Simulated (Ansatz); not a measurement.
System: Sb₂TeO₂ (model structure, started from the Bi2O2Se type, I4/mmm, No. 139, 5 atoms in the cell). Method: PBE (Ansatz, an electronic-structure program, plane waves, PAW).

From the output:

```
Crystal: 5 atoms, lattice volume = 91.233 Å³
Basis set: ecut = 520 eV, 2439 PW (Γ), FFT grids on a1+a3, a2+a3, a3, exchange–correlation on 60×60×100 points (8 copies of the dense FFT grid, shifted against one another)
Bands: 35, of which v1, the nominal top of the filled ones, is band 29 counted from 1 (28 counted from 0)
Symmetry: 16 space group operations
Space group: I4/mmm (ITA 139), of the structure as read, at distance tolerance 4.5e-5 Å
k-points: 641 of 8000
Functional: x = pbe(κ = 0.804, μ = 0.2195149727645171), c = pbe(β = 0.06672455060314922)
SCF iter   1: F=—  HF=-21082.551528 eV  |F-HF|=—  |Δ(HF+E_count)|=         —  Δρ=2.75e-3  dr2=7.53e-3
SCF iter   2: F=—  HF=-21082.550067 eV  |F-HF|=—  |Δ(HF+E_count)|=   1.46e-3  Δρ=1.70e-3  dr2=3.43e-3
  ...
SCF iter   9: F=—  HF=-21082.550185 eV  |F-HF|=—  |Δ(HF+E_count)|=   1.53e-9  Δρ=7.25e-7  dr2=1.11e-9
SCF iter  10: F=-21082.550185 eV  HF=-21082.550185 eV  |F-HF|=7.28e-12  |Δ(HF+E_count)|=  1.49e-10  Δρ=2.37e-7  dr2=6.77e-11
SCF 1 converged in 10 iterations: F = -21082.550185 eV  dr2 = 6.77e-11
SCF converged after 10 iterations
Free energy (F): -21082.550185 eV
Internal energy: -21082.546861 eV  (E = F + TS)
E sigma→0 (E₀):  -21082.548523 eV
Fermi energy:    11.966583 eV
--- Forces (eV/Å), atoms counted from 1 ---
  atom   1  Sb    -0.00000000     0.00000000     0.22022047
  atom   2  Sb     0.00000000     0.00000000    -0.22022047
  atom   3  O      0.00000000    -0.00000000     0.00000000
  atom   4  O      0.00000000    -0.00000000     0.00000000
  atom   5  Te     0.00000000    -0.00000000     0.00000000
--- Stress (GPa, compression-positive) ---
        4.489547       0.000000       0.000000
        0.000000       4.489547      -0.000000
       -0.000000       0.000000       4.228297
  P = ⅓ Tr σ = 4.4025 GPa (44.025 kbar)
```

Question: Write an input file that could have produced this run (the log leaves some choices open).

Answer: Several could match; the one computed here: 
Ansatz 0.2 input:
```yaml
crystal:
  lattice:
    - [-1.9272271883, 1.9272271883, 6.1408234507]
    - [1.9272271883, -1.9272271883, 6.1408234507]
    - [1.9272271883, 1.9272271883, -6.1408234507]
  atoms:
    - { symbol: Sb, position: [0.347516719, 0.347516719, 0.0] }
    - { symbol: Sb, position: [0.652483281, 0.652483281, 0.0] }
    - { symbol: O, position: [0.75, 0.25, 0.5] }
    - { symbol: O, position: [0.25, 0.75, 0.5] }
    - { symbol: Te, position: [0.0, 0.0, 0.0] }
basis:
  ecutwfc: 520
  ecutrho_ratio: 4
  xc_grid: 2
kpoints:
  mp_grid: { grid: [20, 20, 20] }
hamiltonian:
  xc: pbe
  dispersion: none
  pseudopotentials: { kind: paw }
scf:
  occupations: { method: fermi_dirac, width: 0.05 }
  convergence: { dr2_threshold: 0.0000000005 }
output:
  forces: true
  stress: true
  eigenvalues: true
```

Note: the relaxation could raise the start's symmetry but not lower it, so the cell can be a saddle point. Note: cell and atoms aren't relaxed at this level (largest force component 0.22 eV/Å, pressure 4.4 GPa).

A model structure was made by putting elements into a prototype or built by hand; it is no filed structure, need not be a known phase, and can be a saddle point held by its symmetry.
